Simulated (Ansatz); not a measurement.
# Si: energy against strain

Si (diamond, Fd-3m, 20.172 Å³/atom and stress up to 0.01 GPa in the relaxed cell) under an equal strain ε in the (001) plane with the normal axis free, as in a coherent film. r2SCAN in Ansatz, a plane-wave DFT program (PAW, default set), 500 eV, 10×10×10 Γ-centred mesh, Fermi-Dirac smearing 0.05 eV; ions are relaxed, or left where forces stay under 0.02 eV/Å, within the symmetry of each cell.

Here s stands for strain and y for E less E0.

```
strain (%)  E less E0 (meV/atom)
----------  --------------------
-3.00                          ?
-1.50                       5.36
-1.00                       2.36
-0.50                       0.58
0.00                        0.00
0.50                        0.58
1.00                        2.28
1.50                        5.09
```

Task: Using a parabola, estimate the missing y at s = -3.00 from the other rows, showing the fit.

Result: Least squares gives y = -0.001 - 0.0693·s + 2.3224·s². Residuals (row less fit): 0.032, -0.031, -0.034, 0.001, 0.035, 0.028, -0.030; standard error 0.039 (degrees of freedom: 4). The quadratic coefficient over the volume, 2.3224 meV × 10⁴ × 0.1602 / 20.172 Å³, is the biaxial elastic modulus of this plane = 184 ± 1 GPa (± standard error of the fit, which holds the terms cut off). At the withheld row, y = -0.001 - 0.0693 × (-3.0) + 2.3224 × (-3.0)² = 21.108 meV/atom. The calculation gives 22.05 meV/atom, 0.942 meV/atom above the prediction (4.3 % of the range of y in the table). The row lies outside the fitted rows, so this is an extrapolation. From the scatter of the fitted rows alone, a prediction at this place has a standard error of 0.149 meV/atom, so the miss is 6.3 times that.

A polynomial of degree 3 through the 12 other runs of the series gives 22.04 there, so most of the miss is curvature that the fit leaves out. Rows are the converged runs of the series near zero and its far end; series whose fitted rows scatter by over a few per cent of the range, as at a crossing or softening among them, aren't shown in this form, nor equations of state whose B0' disagrees with the runs' pressures. Most that stay on the fit to the last digits aren't either.
